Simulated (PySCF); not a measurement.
PySCF 2.14.0, B3LYP/def2-svp, df: Au(NMe2)(OH2) (C[N](C)[Au]<-[OH2]), 13 atoms. The geometry is a generated start, not checked to be a minimum at this level.

- task = energy
- method = b3lyp
- basis = def2-svp
- two-electron scheme = density fitting
- mol.max_memory = 3000 MB
- mf.max_cycle = 100
- mf.conv_tol = 1e-09 (default)
- mf.grids.level = 3 (default)
- effective core potentials = those of the basis set, past Kr
- basis functions = 128
- grid points = 158992

```xyz
13

Au    -0.3169    -1.3230     0.1860
N     -0.4159     0.6661     0.0272
C     -0.3342     1.2282    -1.2975
C      0.3665     1.4522     0.9472
H     -0.6356     2.2841    -1.2683
H      0.6819     1.1921    -1.7334
H     -1.0101     0.6972    -1.9654
H      1.4541     1.4331     0.7381
H      0.0472     2.5024     0.8975
H      0.2096     1.0953     1.9639
O     -0.3198    -3.5475     0.3993
H     -0.0701    -3.7685     1.3029
H      0.3432    -3.9117    -0.1975
```

Charge 0 and multiplicity 1 are set for this test and not shown to be the ground state.

With the defaults (mf.DIIS = CDIIS, mf.diis = true, mf.damp = 0, mf.diis_start_cycle = 1, mf.diis_space = 8, mf.init_guess = minao, mf.level_shift = 0) it converges in 16 Fock builds. One run each on 2 threads, 1 BLAS thread, with these changes:
- mf.diis_space = 3
- mf.level_shift = 0.3 Hartree
- mf.init_guess = mod_huckel
- mf.init_guess = atom
- mf.diis_space = 20
- mf.diis = false
- mf.DIIS = ADIIS
- mf.DIIS = EDIIS
- mf.damp = 0.7, mf.diis_start_cycle = 8

Question: Which runs fail or end elsewhere than the default run?

Answer: No convergence: mf.DIIS = EDIIS; mf.diis = false (the run ends without SCF convergence in 100 cycles). The rest reach the solution of the defaults.

```
setting                                 Fock builds             end
--------------------------------------  -----------  --------------
mf.init_guess = atom                             14   same solution
mf.init_guess = mod_huckel                       15   same solution
the defaults                                     16   same solution
mf.diis_space = 20                               16   same solution
mf.damp = 0.7, mf.diis_start_cycle = 8           17   same solution
mf.DIIS = ADIIS                                  21   same solution
mf.diis_space = 3                                24   same solution
mf.level_shift = 0.3 Hartree                     28   same solution
mf.DIIS = EDIIS                                 101  no convergence
mf.diis = false                                 101  no convergence
```
